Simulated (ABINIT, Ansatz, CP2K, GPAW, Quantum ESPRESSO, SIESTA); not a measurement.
**Code comparison for Rb (Im-3m, 1 atom in the cell)**

Self-consistent single point.

```xyz
1
Lattice="-2.8250 2.8250 2.8250 2.8250 -2.8250 2.8250 2.8250 2.8250 -2.8250" Properties=species:S:1:pos:R:3 pbc="T T T"
Rb     0.0000     0.0000     0.0000
```

All programs got the same cell, k-point mesh and kind of occupations (in Ansatz's words: kpoints.mp_grid.grid = 11 11 11; scf.occupations.method = fermi_dirac; scf.occupations.width = 0.05 eV); potentials, basis and cutoffs are each program's usual ones.

```csv
code,model,pressure (GPa),k-points,cutoff
SIESTA,"GGA PBE, numerical atomic orbitals DZP, PseudoDojo PBE standard norm-conserving potentials (rewritten from UPF to PSML)",0.23,666,grid 300 Ry
Ansatz,"PBE, default PAW files",0.02,56,default
GPAW,"PBE, GPAW PAW datasets PBE (gpaw-data 1.0.1)",0.03,56,550 eV
CP2K,"PBE, GPW, TZVP-MOLOPT-SR-GTH basis, GTH-PBE potentials (GTH_POTENTIALS)",0.07,666,grid 500 Ry
Quantum ESPRESSO,"PBE, PSlibrary PAW (PBE) pseudopotentials",0.02,56,40 Ry
ABINIT,"PBE, PAW (JTH v2.0 PBE PAW)",0.03,56,544 eV
```

The spread over the programs that give each value: pressure within 0.21 GPa.

The starting cell has typed, rounded lattice constants, without a prior relaxation at this level.

**Question.** Why do the programs differ, and what cannot be compared?

**Answer.** Differences of this kind can come from the potentials, where these differ, and from what each basis and cutoff leave unconverged. The zero of total energies and Fermi levels follows the potentials and each program's conventions, so they are not compared here. SIESTA and CP2K use small atom-centred bases, whose incompleteness enters pressures, forces and empty levels differently from a plane-wave cutoff. Ansatz's pressure is given at a fixed set of plane waves, as the other plane-wave codes print theirs. The programs reduce the same mesh by symmetry to different extents, which changes the work and not the result.

Left out of this page: Elk and FLEUR (not drawn, or without a comparable value).

Ansatz is a first-principles code.

Keys are those of Ansatz 0.2.
